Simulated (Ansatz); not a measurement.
A hypothetical phase is included: elements placed on a structure type, which no database files for this compound.

By PBEsol, the system below comes out a metal.

The ballistic (Sharvin) conductance counts the channels at the Fermi level: G/A = (e²/h) × channels of both spins per area.

Data:

```yaml
crystal:
  lattice:
    - [4.19189, 0.00000, 0.00000]
    - [0.00000, 4.19189, 0.00000]
    - [0.00000, 0.00000, 4.15868]
  atoms:
    - { symbol: W, position: [0.00000, 0.00000, 0.00000] }
    - { symbol: W, position: [0.50000, 0.50000, 0.00000] }
    - { symbol: W, position: [0.50000, 0.00000, 0.50000] }
    - { symbol: W, position: [0.00000, 0.50000, 0.50000] }
    - { symbol: N, position: [0.50000, 0.00000, 0.00000] }
    - { symbol: N, position: [0.00000, 0.50000, 0.00000] }
```

The cell was relaxed by PBE-D3(BJ); by PBEsol it stands under a pressure of -2.4 GPa.

The current flows along the normal of the first two printed cell vectors, the (001) plane of the conventional cell. No spin-orbit coupling; the value is a mean over 0.1 eV about the Fermi level.

Question: Estimate the ballistic conductance per area that PBEsol run with Ansatz (a first-principles code) returns for this system.

Answer: 1.1 × 10¹⁵ S/m² for both spins.
